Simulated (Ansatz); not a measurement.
Sn on the 1x1 (111) surface of fcc Ir, one in a 2x2 cell, started at the site 'bridge Ir-Ir (span 2.7 Å)'

Method: PBE (plane waves to 420 eV, PAW; Ansatz, a quantum-chemistry and plane-wave program).

Set-up: 17 atoms, 6.6 Å thick at the start under the adsorbate (thin: gaps and levels are the slab's own); mesh 6x6x1; 0.1 eV smearing; dipole correction on; 8 atoms held, the rest relaxed; symmetry of the start imposed; no spin, no spin-orbit, no U, no dispersion correction. At the end it is bonded to 3 Ir. In PBE it is, or lies within 0.03 eV of, the lowest of the starts that converged.

```json
{
  "adsorption_energy_against_an_atom_of_beta_tin": "-31.1 kcal/mol",
  "work_function_of_the_top_face": "4.43 eV",
  "change_of_the_work_function": "-1.06 eV",
  "change_of_the_step_from_the_bottom_to_the_top_vacuum_level_against_the_clean_slab": "-1.06 eV",
  "energy_released_by_relaxation": "0.45 eV",
  "height of the binding atom over the mean of the host atoms within 0.3 Å of the top one": "2.206 Å",
  "nearest_host_atoms_of_the_binding_atom": "Ir at 2.73 Å, Ir at 2.73 Å, Ir at 2.73 Å",
  "largest_move_of_a_host_atom": "0.05 Å",
  "note": "in the relaxation the adsorbate left its starting site by 0.8 Å",
  "cost": "around 16 core-minutes (rough)"
}
```

A negative adsorption energy means that the adsorbate is more stable on the surface than in its reference.
